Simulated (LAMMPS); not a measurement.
Molecular dynamics of a melt made from SiC (zinc blende), 1000 atoms, at 3620 K and 0 GPa, brought to that temperature within a few picoseconds.

Method: classical MD, pair style edip/multi, file SiC.edip; code LAMMPS.

Task: Give g(r) against r (Å) as the simulation yields it.

Result: State found: liquid.
| r (Å) | g(r), C-Si | g(r), C-C |
|---|---|---|
| 1.180 | 0.000 | 0.000 |
| 1.220 | 0.000 | 0.022 |
| 1.260 | 0.000 | 0.000 |
| 1.300 | 0.000 | 0.172 |
| 1.340 | 0.000 | 0.575 |
| 1.380 | 0.000 | 1.22 |
| 1.420 | 0.000 | 2.15 |
| 1.460 | 0.000 | 3.20 |
| 1.500 | 0.014 | 3.93 |
| 1.540 | 0.037 | 4.88 |
| 1.580 | 0.058 | 4.95 |
| 1.620 | 0.141 | 4.20 |
| 1.660 | 0.313 | 3.21 |
| 1.700 | 0.525 | 2.42 |
| 1.740 | 0.789 | 1.46 |
| 1.780 | 1.20 | 0.596 |
| 1.820 | 1.82 | 0.478 |
| 1.860 | 2.33 | 0.182 |
| 1.900 | 2.74 | 0.121 |
| 1.940 | 3.03 | 0.086 |
| 1.980 | 2.95 | 0.041 |
| 2.020 | 2.78 | 0.020 |
| 2.060 | 2.56 | 0.068 |
| 2.100 | 2.16 | 0.139 |
| 2.140 | 1.87 | 0.324 |
| 2.180 | 1.70 | 0.438 |
| 2.220 | 1.38 | 0.596 |
| 2.260 | 1.26 | 0.642 |
| 2.300 | 1.20 | 0.656 |
| 2.340 | 1.01 | 0.799 |
| 2.380 | 0.935 | 0.818 |
| 2.420 | 0.765 | 0.830 |
| 2.460 | 0.687 | 1.01 |
| 2.500 | 0.677 | 1.05 |
| 2.540 | 0.693 | 1.07 |
| 2.580 | 0.793 | 1.24 |
| 2.620 | 0.811 | 1.10 |
| 2.660 | 0.860 | 1.30 |
| 2.700 | 0.876 | 1.08 |
| 2.740 | 0.952 | 1.11 |
| 2.780 | 0.975 | 1.04 |
| 2.820 | 0.967 | 1.05 |
| 2.860 | 1.01 | 1.04 |
| 2.900 | 0.982 | 0.958 |
| 2.940 | 1.04 | 0.945 |
| 2.980 | 1.00 | 0.944 |
| 3.020 | 1.04 | 0.945 |
| 3.060 | 0.995 | 0.922 |
| 3.100 | 0.971 | 0.907 |
| 3.140 | 1.01 | 0.901 |
| 3.180 | 0.990 | 0.904 |
| 3.220 | 0.997 | 0.877 |
| 3.260 | 0.968 | 0.889 |
| 3.300 | 0.967 | 0.987 |
| 3.340 | 0.949 | 0.945 |
| 3.380 | 0.917 | 0.862 |
| 3.420 | 0.905 | 0.929 |
| 3.460 | 1.00 | 1.01 |
| 3.500 | 0.869 | 0.949 |
| 3.540 | 0.905 | 0.898 |
| 3.580 | 0.872 | 0.957 |
| 3.620 | 0.844 | 0.944 |
| 3.660 | 0.897 | 1.01 |
| 3.700 | 0.935 | 0.929 |
| 3.740 | 0.896 | 0.961 |
| 3.780 | 0.922 | 1.03 |
| 3.820 | 0.900 | 1.01 |
| 3.860 | 0.957 | 0.996 |
| 3.900 | 0.932 | 1.08 |
| 3.940 | 0.920 | 1.03 |
| 3.980 | 0.925 | 1.04 |
| 4.020 | 0.971 | 0.981 |
| 4.060 | 0.987 | 1.04 |
| 4.100 | 0.983 | 0.958 |
| 4.140 | 1.00 | 0.998 |
| 4.180 | 1.04 | 0.911 |
| 4.220 | 0.989 | 0.958 |
| 4.260 | 1.04 | 0.980 |
| 4.300 | 1.03 | 0.976 |
| 4.340 | 1.01 | 0.951 |
| 4.380 | 1.02 | 0.966 |
| 4.420 | 1.01 | 0.970 |
| 4.460 | 1.04 | 0.947 |
| 4.500 | 1.02 | 1.01 |
| 4.540 | 1.00 | 1.00 |
| 4.580 | 1.02 | 0.947 |
| 4.620 | 0.999 | 0.978 |
| 4.660 | 1.03 | 0.986 |
| 4.700 | 1.01 | 1.02 |
| 4.740 | 1.03 | 0.972 |
| 4.780 | 1.02 | 0.989 |
| 4.820 | 1.02 | 1.01 |
| 4.860 | 1.02 | 1.00 |
| 4.900 | 0.999 | 1.01 |
| 4.940 | 1.01 | 0.992 |
| 4.980 | 1.00 | 1.02 |
| 5.020 | 1.00 | 1.02 |
| 5.060 | 0.987 | 1.04 |
| 5.100 | 0.987 | 1.00 |
| 5.140 | 0.992 | 1.05 |
| 5.180 | 0.998 | 1.03 |
| 5.220 | 0.993 | 0.984 |
| 5.260 | 0.960 | 1.00 |

Caution: enthalpy drifts during the constant-pressure average: a transition or slow ageing; fluctuation values are void. Caution: at ambient pressure real SiC sublimes or decomposes before or as it melts, so this liquid is the model's. Caution: a run this short can hold a crystal over, or a liquid under, the potential's melting point.
